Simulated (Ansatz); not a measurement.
**A computed series for Nb: response to strain**

Base system: Nb in the bcc (W type) structure (space group Im-3m, No. 229; relaxed with 0.1 eV smearing).

```
CELL_PARAMETERS angstrom
     -1.62421     1.62421     1.62421
      1.62421    -1.62421     1.62421
      1.62421     1.62421    -1.62421
ATOMIC_POSITIONS crystal
  Nb 0.00000 0.00000 0.00000
```

Cartesian axes are those of the cell as printed.

Strains are applied to the cell and any free atomic positions relax; under biaxial strain the out-of-plane vector relaxes too.

The values are results of LDA (Ansatz, a quantum-chemistry and plane-wave program), no spin-orbit coupling, not measurements.

Notes on the quantities. energy relative to the base: free energy F.

| biaxial strain, plane normal [001], relaxed out of plane (%) | energy relative to the base (meV/atom) |
|---|---|
| 0 | 0.0 |
| 0.5 | 0.7 |
| 1 | 2.7 |
| 1.5 | ? |
| 2 | 10.2 |
| 2.5 | 15.6 |
| 3 | 22.1 |

**Question.** Fit ΔE = Aε² + Bε³ (ε in %) to the rows shown and predict the withheld row.

**Answer.** Least squares on the printed values gives A = 2.74 and B = -0.097 meV/atom (largest residual 0.1 meV/atom); this predicts 5.8 meV/atom, and the run gives 5.9 meV/atom, in agreement.

Whether these cells are dynamically stable was not tested. The final runs are not spin-polarised.
